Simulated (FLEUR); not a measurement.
A self-consistent single point of Bi2Pd (I4/mmm, 3 atoms in the cell) with FLEUR.

Method of the run: PBEsol, all-electron FLAPW (FLEUR), scalar-relativistic valence run with FLEUR.

The change in words: lattice scaled by 0.98. Reference geometry:
```xyz
3
Lattice="-1.6933 1.6933 6.6235 1.6933 -1.6933 6.6235 1.6933 1.6933 -6.6235" Properties=species:S:1:pos:R:3 pbc="T T T"
Bi     0.0000     0.0000     8.3763
Bi     0.0000     0.0000     4.8706
Pd     0.0000     0.0000     0.0000
```

Reference input (self-consistent single point, DFT, PBEsol, all-electron FLAPW (FLEUR), scalar-relativistic valence): Kmax = 3.9 1/bohr; GmaxXC = 13.7 1/bohr; xcFunctional = PBEs; jspins = 1; l_soc = F; mode = hist; fermiSmearingEnergy = 0.00367493 Htr; mesh (inpgen div1-3) = 9 9 9; inpgen gamma flag = false; Gmax = 13.7 1/bohr; numbands = 0; maxIterBroyd = 15. This run's input differs from it in these lines:

```diff
@@ -3,5 +3,5 @@
 &input film=f /
--3.1999488359 3.1999488359 12.5165442947
-3.1999488359 -3.1999488359 12.5165442947
-3.1999488359 3.1999488359 -12.5165442947
+-3.1359494812 3.1359494812 12.2662141647
+3.1359494812 -3.1359494812 12.2662141647
+3.1359494812 3.1359494812 -12.2662141647
 1.0
@@ -45,5 +45,5 @@
          <bravaisMatrix>
-            <row-1>   -3.1999488358999999     3.1999488358999999    12.5165442946999992</row-1>
-            <row-2>    3.1999488358999999    -3.1999488358999999    12.5165442946999992</row-2>
-            <row-3>    3.1999488358999999     3.1999488358999999   -12.5165442946999992</row-3>
+            <row-1>   -3.1359494811999999     3.1359494811999999    12.2662141646999991</row-1>
+            <row-2>    3.1359494811999999    -3.1359494811999999    12.2662141646999991</row-2>
+            <row-3>    3.1359494811999999     3.1359494811999999   -12.2662141646999991</row-3>
          </bravaisMatrix>
```

Output (repeated stretches shortened):

```
 Iteration:     1   Distance:       5.91929320 me/bohr^3
 Iteration:     2   Distance:       5.50562377 me/bohr^3
 Iteration:     3   Distance:       4.39873912 me/bohr^3
 Iteration:     4   Distance:       2.49739170 me/bohr^3
 Iteration:     5   Distance:       2.10155543 me/bohr^3
   [... 10 lines left out ...]
 Iteration:    16   Distance:       0.00004748 me/bohr^3
 Iteration:    17   Distance:       0.00002112 me/bohr^3
 Iteration:    18   Distance:       0.00001420 me/bohr^3
 Iteration:    19   Distance:       0.00000418 me/bohr^3
 Reset of history
 Run finished successfully
 Stop message:
   Structural relaxation: new displacements generated

[file out, last iteration]
             iter=     20
[...]
          total density-effective poten   -8.5474824152E+04
          total charge density-energy d   -9.2775868368E+02
 Updated energy parameters for spin:           1
[...]
 fermi energy and band-weighting factors:

[...]
FERMIE:
          first approx. to ef    (T=0)  :   0.379357 htr   (energy of the highest occ. eigenvalue)
          number of occ. states  (T=0)  :       1718
          first approx. to seigv (T=0)  : -14.301586 htr
          sum of weights of occ. states :  23.002743
          sum of semicore charge        :   0.000000 e
FERHIS:  Fermi-Energy by histogram:
          bandgap                     :   0.000568 htr
   [... lines left out ...]
          charge neutrality (T=0)     :   0.005487    (zero if the highest occ. eigenvalue is "entirely" occupied)
     EF_NEWTON:  Adjust Fermi-Energy by Newton-Method.
 Direct bandgap for spin            1 :    8.0742358071347886E-003  Htr
 ---->    free energy=                    -48196.3178501249 htr
   [... lines left out ...]
      extrapolation for T->0
 ---->    total electron energy=          -48196.3170783070 htr
 ***** TOTAL FORCES ON ATOMS *****
 TOTAL FORCE FOR ATOM TYPE=  1  X=  0.000   Y=  0.000   Z= -9.020
                       FX_TOT= 0.000000 FY_TOT= 0.000000 FZ_TOT= 0.009540
 TOTAL FORCE FOR ATOM TYPE=  2  X=  0.000   Y=  0.000   Z=  0.000
                       FX_TOT= 0.000000 FY_TOT= 0.000000 FZ_TOT= 0.000000
```

The run converged in 19 iterations. FLEUR gives forces in its relaxation mode, with a further iteration, so its stop message speaks of a relaxation. Against the reference run the free energy rises by 4.8 meV/atom and the largest force goes from 0.035 to 0.491 eV/Å.

The starting cell comes from a database of computed structures (which also holds hypothetical and non-ambient phases and stackings), without a prior relaxation at this level. For this run, on top of that: lattice scaled by 0.98. Spin-orbit coupling is off. Spin polarisation is off. Values depend on the basis (sphere radii, cutoffs, local orbitals), which need not be converged. The log's line on a gap gives a spacing of levels on this mesh, which the program prints for metals too.

Cost on one core of a shared machine: roughly 5 min.
